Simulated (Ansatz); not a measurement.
The parent structure is Mg₂Sn (space group Fm-3m, No. 225; a = 6.747 Å; relaxed with 0.1 eV smearing). Axes: x, y, z lie along the cube axes.

The values are results of Ansatz (a program for electronic structure) PBEsol, no spin-orbit coupling, not measurements.

Perturbation: biaxial strain −2.50 %, plane normal [001], relaxed out of plane (Cartesian); in-plane vectors clamped, the third vector and the atoms free.

### Question
What does the calculation give for the ratio −ε⊥/ε∥ after the change?

### Answer
The ratio −ε⊥/ε∥ comes out as 0.73.

### Question
What happens to the energy relative to the base?

### Answer
The energy goes up by 8.8 meV/atom.

### Question
How does this affect the in-plane stress?

### Answer
The mean in-plane stress (compression positive) is +2.3 GPa.

Whether these cells are dynamically stable was not tested.
